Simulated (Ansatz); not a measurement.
System: SnO (model structure, started from the MnP type, Pnma, No. 62, 8 atoms in the cell). Method: PBEsol in Ansatz (plane waves, PAW).

Numerical settings: plane-wave cutoff 500 eV, 8×14×8 k mesh (along the axes of the cell as run), Fermi–Dirac smearing 0.05 eV, scalar-relativistic PAW data made under PBE.

Cell (relaxed at this level):

Space group Pnma (No. 62); a = 7.655 Å, b = 3.397 Å, c = 5.903 Å, α = 90.00°, β = 90.00°, γ = 90.00°

| atom | site | symmetry | x | y | z |
|---|---|---|---|---|---|
| Sn | 4c | .m. | 0.0359 | 0.2500 | 0.7393 |
| O | 4c | .m. | 0.1096 | 0.2500 | 0.3860 |

Q: Predict the band gap.

A: 
* **band gap**: 0.40 eV (on the SCF k mesh)

Note: the relaxation could raise the start's symmetry but not lower it, so the cell can be a saddle point.

Spin–orbit coupling is not included.

Computed values are for the static lattice.

It cost roughly 40 core-minutes of CPU time.

A model structure was made by putting elements into a prototype or built by hand; it is no filed structure, need not be a known phase, and can be a saddle point held by its symmetry.

Ansatz is a first-principles code.
